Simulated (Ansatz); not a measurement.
Base system: Sr in the fcc (Cu type) structure (space group Fm-3m, No. 225).

```cif
data_Sr
_chemical_formula_sum 'Sr1'
_space_group_name_H-M_alt 'P 1'
_space_group_IT_number 1
_cell_length_a 4.18786
_cell_length_b 4.18786
_cell_length_c 4.18786
_cell_angle_alpha 60.000
_cell_angle_beta 60.000
_cell_angle_gamma 60.000
loop_
_space_group_symop_operation_xyz
  'x, y, z'
loop_
_atom_site_label
_atom_site_type_symbol
_atom_site_fract_x
_atom_site_fract_y
_atom_site_fract_z
_atom_site_occupancy
Sr1 Sr 0.00000 0.00000 0.00000 1
```

Method: PBEsol (Ansatz, a first-principles code), spin-orbit coupling left out.

Before the change:

| Property | Value |
|---|---|
| Pressure | 0.0 GPa |
| Band gap | zero |

Perturbation: the cell is scaled by 1.0200 in all directions; the atoms relax in the strained cell.

Estimate the effect on the energy relative to the base.

The energy rises by 6.8 meV/atom.

Estimate the effect on the pressure.

The pressure goes from zero to -0.7 GPa.

What happens to the band gap?

The band gap remains zero.

Stability against distortions was not tested.
